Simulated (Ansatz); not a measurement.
## Carrier properties of AlAs under load (space group I-4m2)

Input:

```xyz
2
Lattice="0.0000 2.9449 2.7232 2.9449 0.0000 2.7232 2.9449 2.9449 0.0000" Properties=species:S:1:pos:R:3 pbc="T T T"
Al     0.0000     0.0000     0.0000
As     1.4724     1.4724     1.3616
```

Method: PBE with spin-orbit coupling, rigid bands (plane waves, PAW; Ansatz, an electronic-structure program). Condition of this run: biaxial stress in (001) of -3.6 GPa (compression positive) (the target of the relaxation). Geometry: cell and atoms relaxed with PBEsol, then loaded as said.

```json
{
  "band_gap": "1.03 eV",
  "electron conductivity mass (300 K, dilute)": "0.30 (x), 0.30 (y), 1.30 (z) mₑ",
  "hole conductivity mass (300 K, dilute)": "0.52 (x), 0.52 (y), 0.193 (z) mₑ",
  "effective density of states N_c (300 K)": "8.3e18 cm⁻³",
  "effective density of states N_v (300 K)": "4.8e18 cm⁻³",
  "density_of_states_mass_electrons": "0.48 mₑ",
  "density_of_states_mass_holes": "0.33 mₑ",
  "Seebeck coefficient, n-type 1e19 cm⁻³, 300 K": "-209 μV/K",
  "Seebeck coefficient, p-type 1e19 cm⁻³, 300 K": "194 μV/K"
}
```

Rigid bands; masses and Seebeck coefficients take one relaxation time τ for all states and one kind of carrier; polarons and phonon drag are left out. Geometry: cell and atoms relaxed with PBEsol.
